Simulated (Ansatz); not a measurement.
## How far a parabola holds: energy against volume of fluorite PtAl₂

System: fluorite PtAl₂. Method: LDA in Ansatz (PAW). Numerical settings: plane-wave cutoff 520 eV, 16×16×16 k mesh, Fermi–Dirac smearing 0.05 eV, scalar-relativistic PAW data made under PBE. The cell has no free parameter but its volume, all volumes share cutoff and mesh, and the runs aren't spin-polarised. Energies are free energies at the run's smearing, counted from the lowest row; static lattice.

```csv
V (Å³/atom),E (meV/atom)
15.709,?
16.043,13.07
16.377,3.15
16.711,0.00
17.045,2.93
17.380,11.30
```

The 5 complete rows are fitted with a parabola, E against V. With u = V - 16.7, the rows have u = -0.6570, -0.3230, 0.0110, 0.3450, 0.6800. Least squares gives E = 0.015 - 1.7469·u + 27.2687·u². Residuals (row less fit): 0.137, -0.274, 0.001, 0.272, -0.136; standard error 0.305 (degrees of freedom: 2). The fitted curve has its minimum at V = 16.7, where E = -0.01. Its curvature is d²E/dV² = 2 × 27.2687 meV/Å⁶, so B = V0·d²E/dV² × 0.1602 = 146 GPa.

Question: What does the fit predict for E at V = 15.709, and how far is the calculated value from it?

Answer: u = -0.9910, so E = 0.015 - 1.7469 × (-0.9910) + 27.2687 × (-0.9910)² = 28.526 meV/atom. The calculation gives 30.52 meV/atom, 1.994 meV/atom above the prediction (6.5 % of the range of E in the table). The row lies outside the fitted rows, so this is an extrapolation. From the scatter of the fitted rows alone, a prediction at this place has a standard error of 0.722 meV/atom, so the miss is 2.8 times that.

The residuals are curvature that a parabola lacks, not noise. A solid that stiffens under compression and softens on expansion lies above the parabola at the compressed end and under it at the expanded end, as this row does. A third-order Birch-Murnaghan fit to the whole scan has B0 = 145 GPa. Only scans are tabulated whose curvature falls smoothly with volume, and where the parabola meets the shown rows within 5 % of their range and misses the end by 0.1 meV or more.

Spin–orbit coupling is not included.

Ansatz is a program for electronic structure.
